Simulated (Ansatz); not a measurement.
Ta₃Ge (model structure, started from the D03 type, Fm-3m, No. 225, 4 atoms in the cell): properties by level of theory

| level (code) | equilibrium lattice constant a (Å) | enthalpy of formation (eV/atom) |
|---|---|---|
| PBE (Ansatz) | 6.532 | 0.102 |
| PBEsol (Ansatz) | ___ | 0.061 |
| PBE-D3(BJ) (Ansatz) | 6.464 | 0.059 |

Q: What belongs in the gaps?

A: 
- PBEsol (Ansatz, a first-principles code), equilibrium lattice constant a (Å): 6.458

Ansatz's density-functional and Hartree–Fock values are scalar-relativistic unless marked +SOC, with PAW data made under PBE.

A model structure was made by putting elements into a prototype or built by hand; it is no filed structure, need not be a known phase, and can be a saddle point held by its symmetry.
